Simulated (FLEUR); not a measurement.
A self-consistent single point of LiAg₃ (Pm-3m, 4 atoms in the cell) with FLEUR.

Method of the run: PBEsol, all-electron FLAPW (FLEUR), scalar-relativistic valence with spin-orbit coupling in second variation in FLEUR.

```
CELL_PARAMETERS angstrom
      4.03340     0.00000     0.00000
      0.00000     4.03340     0.00000
      0.00000     0.00000     4.03340
ATOMIC_POSITIONS crystal
  Li 0.00000 0.00000 0.00000
  Ag 0.00000 0.50000 0.50000
  Ag 0.50000 0.00000 0.50000
  Ag 0.50000 0.50000 0.00000
```

Reference input (self-consistent single point, DFT, PBEsol, all-electron FLAPW (FLEUR), scalar-relativistic valence): Kmax = 4.4 1/bohr; GmaxXC = 13.2 1/bohr; xcFunctional = PBEs; jspins = 1; l_soc = F; mode = hist; fermiSmearingEnergy = 0.00183747 Htr; mesh (inpgen div1-3) = 8 8 8; inpgen gamma flag = true; Gmax = 13.2 1/bohr; numbands = 0; maxIterBroyd = 99. This run's input differs from it in these lines:

```diff
@@ -18,2 +18,3 @@
 &kpt div1=8 div2=8 div3=8 gamma=t /
+&soc 0.0 0.0 /
 &end /
@@ -31,5 +32,5 @@
       <magnetism jspins="1"/>
-      <soc l_soc="F" theta="0.0" phi="0.0" spav="F"/>
+      <soc l_soc="T" theta="0.0" phi="0.0" spav="F"/>
       <expertModes spex="0" secvar="F"/>
-      <geometryOptimization l_f="T" forcealpha="1.0" forcemix="BFGS" epsdisp="0.00001" epsforce="0.00001"/>
+      <geometryOptimization l_f="F" forcealpha="1.0" forcemix="BFGS" epsdisp="0.00001" epsforce="0.00001"/>
       <ldaU l_linMix="F" mixParam="0.05" spinf="1.0"/>
@@ -83,2 +84,5 @@
          <relPos label="                   3">1.000/2.000 .0000000000 1.000/2.000</relPos>
+         <force calculate="T" relaxXYZ="TTT"/>
+      </atomGroup>
+      <atomGroup species="Silver (Ag)">
          <relPos label="                   4">1.000/2.000 1.000/2.000 .0000000000</relPos>
```

Log, with long lists cut:

```
 Iteration:     1   Distance:      13.73249724 me/bohr^3
 Iteration:     2   Distance:      11.30917868 me/bohr^3
 Iteration:     3   Distance:       3.63625749 me/bohr^3
 Iteration:     4   Distance:       4.38716759 me/bohr^3
 Iteration:     5   Distance:       1.19862938 me/bohr^3
   [... 7 lines left out ...]
 Iteration:    13   Distance:       0.00010340 me/bohr^3
 Iteration:    14   Distance:       0.00003163 me/bohr^3
 Iteration:    15   Distance:       0.00002128 me/bohr^3
 Iteration:    16   Distance:       0.00000166 me/bohr^3
 Run finished successfully
 Stop message:
   all done

[file out, last iteration]
             iter=     16
[...]
          total density-effective poten   -2.6235519012E+04
          total charge density-energy d   -4.4262411707E+02
 Updated energy parameters for spin:           1
[...]
 fermi energy and band-weighting factors:
   [... 17 lines left out ...]

[...]
FERMIE:
          first approx. to ef    (T=0)  :   0.270882 htr   (energy of the highest occ. eigenvalue)
          number of occ. states  (T=0)  :       4697
          first approx. to seigv (T=0)  : -55.977219 htr
          sum of weights of occ. states :  52.007812
          sum of semicore charge        :   0.000000 e
FERHIS:  Fermi-Energy by histogram:
          bandgap                     :   0.000000 htr
   [... lines left out ...]
          charge neutrality (T=0)     :   0.015625    (zero if the highest occ. eigenvalue is "entirely" occupied)
     EF_NEWTON:  Adjust Fermi-Energy by Newton-Method.
 Direct bandgap for spin            1 :    4.5730497719500551E-003  Htr
 ---->    free energy=                    -15951.8801811725 htr
   [... lines left out ...]
 TOTAL FORCE FOR ATOM TYPE=  3  X=  3.811   Y=  3.811   Z=  0.000
                       FX_TOT= 0.000000 FY_TOT= 0.000000 FZ_TOT= 0.000000
No new postions, force convergence required= 0.00001; max force distance= 0.00000
---->    distance of charge densities for spin  1                 it=   16:     0.000002 me/bohr**3
GENERALIZED ANDERSON MIXING: alpha=   0.05000 History-length=15
     ******* it= 16  is completed********
```

The run converged in 16 iterations. 

The starting cell comes from a database of computed structures (which also holds hypothetical and non-ambient phases and stackings), without a prior relaxation at this level. Its lattice was rescaled by a random factor within 2.5 % of one. Values depend on the basis (sphere radii, cutoffs, local orbitals), which need not be converged. The log's line on a gap gives a spacing of levels on this mesh, which the program prints for metals too.

These are the values that this program gave, and no reference: the default basis lacks the next d shell.

Cost on one core of a shared machine: roughly 10 min.
